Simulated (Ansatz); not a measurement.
Results of LDA (Ansatz, a first-principles code, plane waves, PAW) for TiSi2 (Fddd, No. 70).

Settings: plane-wave cutoff 520 eV, 16×16×16 k mesh, Fermi–Dirac smearing 0.05 eV, no spin polarisation, scalar-relativistic PAW data made under PBE.

Cell (relaxed at this level):

```cif
data_Si16Ti8
_chemical_formula_sum 'Ti8 Si16'
_space_group_name_H-M_alt 'Fddd :1'
_space_group_IT_number 70
_space_group_name_Hall 'F 2 2 -1d'
_cell_length_a 4.72602
_cell_length_b 8.12155
_cell_length_c 8.43978
_cell_angle_alpha 90.000
_cell_angle_beta 90.000
_cell_angle_gamma 90.000
loop_
_atom_site_label
_atom_site_type_symbol
_atom_site_symmetry_multiplicity
_atom_site_Wyckoff_symbol
_atom_site_fract_x
_atom_site_fract_y
_atom_site_fract_z
_atom_site_occupancy
Ti1 Ti 8 b 0.50000 0.50000 0.50000 1
Si1 Si 16 f 0.00000 0.16424 0.00000 1
```
(The calculation used a cell of 6 atoms; values per cell refer to that cell.)

Predict the bulk modulus.


* **bulk modulus**: 158 GPa

The run finds no gap.

Note: the bulk modulus is −V dP/dV from two relaxed cells at ±2 % in volume.

Cost on a shared machine: about 10 core-minutes (a rough figure).
